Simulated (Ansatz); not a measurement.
Base system: HgS in the zinc blende structure (space group F-43m, No. 216; a = 5.812 Å). Axes: x, y, z lie along the cube axes.

The values are results of plane-wave PAW DFT at the LDA level (Ansatz, a program for electronic structure, 420 eV), no SOC, not measurements.

Perturbation: every lattice vector is shortened by 3.00 %; the atoms relax in the strained cell.

Question: Predict the stress tensor and what it implies for the stiffness.

Answer: Stress of the strained cell less that of the base (GPa, compression positive):
```
    7.7     0.0     0.0
    0.0     7.7     0.0
    0.0     0.0     7.7
```

Then B = −ΔP/(ΔV/V₀) with ΔV/V₀ = -0.0873 gives secant stiffness values (nonlinear terms included at this strain): B ≈ 88 GPa.

As a check, the harmonic strain energy −½ V₀ Δσ:ε is 53 meV/atom; the computed energy rise is 47 meV/atom.

The mesh was chosen for an insulator and is coarse for the gapless case. Whether these cells are dynamically stable was not tested. All final runs are without spin polarisation.
